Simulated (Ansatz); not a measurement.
## A short convergence ladder for SrSO4 (R3m, 6 atoms in the cell)

```xyz
6
Lattice="0.0000 3.6224 3.6224 3.6224 0.0000 3.6224 3.6224 3.6224 0.0000" Properties=species:S:1:pos:R:3 pbc="T T T"
Sr     3.6513     3.6513     3.6513
S      0.0000     0.0000     0.0000
O      6.3831     6.3831     6.3831
O      6.3831     4.4841     4.4841
O      4.4841     4.4841     6.3831
O      4.4841     6.3831     4.4841
```

Base method: LDA (PW92), default PAW files made with PBE (plane waves; Ansatz, a program for electronic structure).

Base settings: basis.ecutwfc = 30.9 Ry; kpoints.mp_grid.grid = 6 6 6; hamiltonian.xc = lda; hamiltonian.pseudopotentials = {kind: paw} (the program's default PAW files); scf.occupations.method = fixed.

**The width of Fermi-Dirac smearing**

In this ladder: scf.occupations.method = fermi_dirac.

The mesh stays at the base's, so the ladder's end is converged at best in this setting alone.

Only quantities that move along the ladder and can be compared are tabulated.

```tsv
scf.occupations.width	free energy less the last step's (meV/atom)	pressure (GPa)	largest difference of a force vector from the last step's (eV/Å)
0.0735 Ry	-105.04	-4.85	0.043
0.0367 Ry	-3.21	-6.57	0.004
0.0147 Ry	0.00	-6.64	0.000
0.0073 Ry	0.00	-6.64	0.000
0.0015 Ry	0.00	-6.64	0.000
```

Widest scf.occupations.width that holds the forces within 0.02 eV/Å of the last step, with all finer ones: 0.0367 Ry; the step before is off by 0.043 eV/Å.

Widest scf.occupations.width that holds the pressure within 1 GPa of the last step, with all finer ones: 0.0367 Ry; the step before is off by 1.8 GPa.

Widest scf.occupations.width that holds the free energy within 5 meV/atom of the last step, with all finer ones: 0.0367 Ry; the step before is off by 110 meV/atom.

On the base run: the starting cell comes from a database of computed structures (which also holds hypothetical and non-ambient phases and stackings), without a prior relaxation at this level. Its lattice was rescaled by up to half a per cent. One atom was moved a little off its site on purpose. In the base run, with a pressure of about -7 GPa the cell is away from its equilibrium volume at this level. Ansatz's pressure includes its estimate of the finite-basis (Pulay) stress.

Keys are those of Ansatz 0.2.
